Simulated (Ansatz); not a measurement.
Given:

End structure of a constructed model of the (0001) surface of hcp Os, a pseudomorphic layer of Si in the host's stacking (bottom of the slab: a bare face, its two planes held):

```xyz
7
Lattice="2.7542 0.0000 0.0000 -1.3771 2.3852 0.0000 0.0000 0.0000 29.5000" Properties=species:S:1:pos:R:3 pbc="T T T"
Os     1.3771     0.7951     8.2445
Os     0.0000     1.5902    10.4177
Os     1.3771     0.7951    12.5751
Os     0.0000     1.5902    14.7787
Os     1.3771     0.7951    16.9304
Os     0.0000     1.5902    19.0853
Si     1.3771     0.7951    21.1614
```

Model: 7-atom slab, 13.0 Å thick at the start, 16x16x1 mesh, Fermi-Dirac 0.1 eV, dipole correction, single point; on the structure that PBE left under its start's symmetry; no spin, no spin-orbit, no U. It is one candidate, not shown to be the stable structure of the face.

Problem. What is the computed work function of the top face (r2SCAN, at the PBE geometry run with Ansatz, an electronic-structure program)?

Solution. 5.33 eV
